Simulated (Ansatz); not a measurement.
# Response to strain in PbS

The parent structure is PbS in the rock salt structure (space group Fm-3m, No. 225; a = 6.0089 Å).

Strains are applied to the cell and any free atomic positions relax.

Level of theory: PBE in Ansatz (plane waves to 420 eV, PAW, no SOC).

Candidates:
(a) isotropic strain −1.50 %
(b) isotropic strain −1.00 %
(c) isotropic strain +1.00 %

Before the change:

```
Quantity    Value
--------  -------
Band gap  0.49 eV
```

Problem. Order them by band gap, lowest first.

Solution. (a) isotropic strain −1.50 % (0.33 eV), (b) isotropic strain −1.00 % (0.39 eV), (c) isotropic strain +1.00 % (0.59 eV)

With Pb present, leaving out spin-orbit coupling can change the band edges. No phonon test of stability was made.

Ansatz is a first-principles code.
